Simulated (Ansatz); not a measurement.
For PbI₂ (model structure, from the 2H-MoS2 type, P6₃/mmc, No. 194), LDA (plane waves, PAW; Ansatz, a quantum-chemistry and plane-wave program) gives:

```
Quantity                               Value
------------------------------  ------------
equilibrium lattice constant a       4.306 Å
lattice parameter c                 14.480 Å
cohesive energy                 3.03 eV/atom
```

Problem. What does PBE-D3(BJ) (plane waves, PAW; Ansatz) give for the same quantities?

Solution. 
- lattice constant a: 4.397 Å (grows by 2.1 %)
- lattice parameter c: 14.839 Å (grows by 2.5 %)
- cohesive energy: 2.74 eV/atom (falls by 0.29 eV/atom)

Changes are worked out from the printed values.

Unless a cell is named, each level is at its own relaxed cell (LDA 38.75, PBE-D3(BJ) 41.41 Å³/atom).

Levels without +SOC leave out spin–orbit coupling, which shifts energies and cells of such heavy elements.

Ansatz's density-functional and Hartree–Fock values are scalar-relativistic unless marked +SOC, with PAW data made under PBE.

A model structure was made by putting elements into a prototype or built by hand; it is no filed structure, need not be a known phase, and can be a saddle point held by its symmetry.
